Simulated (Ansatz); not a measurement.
The starting structures come from a database of crystals and need not be the phases stable at ambient conditions.

By PBEsol, the system below comes out a metal.

Given:

```yaml
crystal:
  lattice:
    - [5.05842, 0.00000, 0.00000]
    - [-2.52921, 4.38072, 0.00000]
    - [0.00000, 0.00000, 6.27391]
  atoms:
    - { symbol: Mg, position: [0.00000, 0.00000, 0.00000] }
    - { symbol: Mg, position: [0.00000, 0.00000, 0.50000] }
    - { symbol: Mg, position: [0.66667, 0.33333, 0.25000] }
    - { symbol: Mg, position: [0.33333, 0.66667, 0.75000] }
    - { symbol: Sn, position: [0.66667, 0.33333, 0.75000] }
    - { symbol: Sn, position: [0.33333, 0.66667, 0.25000] }
```

Space group of this cell: P6_3/mmc. The cell is taken as given; by PBEsol its mean pressure is -1.3 GPa.

The current flows along the normal of the first two printed cell vectors, the (001) plane of the conventional cell. No spin-orbit coupling; the value is a mean over 0.1 eV about the Fermi level.

Task: Compute, with PBEsol (Ansatz, a program for electronic structure), the ballistic conductance per area.

Result: 0.59 × 10¹⁵ S/m² for both spins.
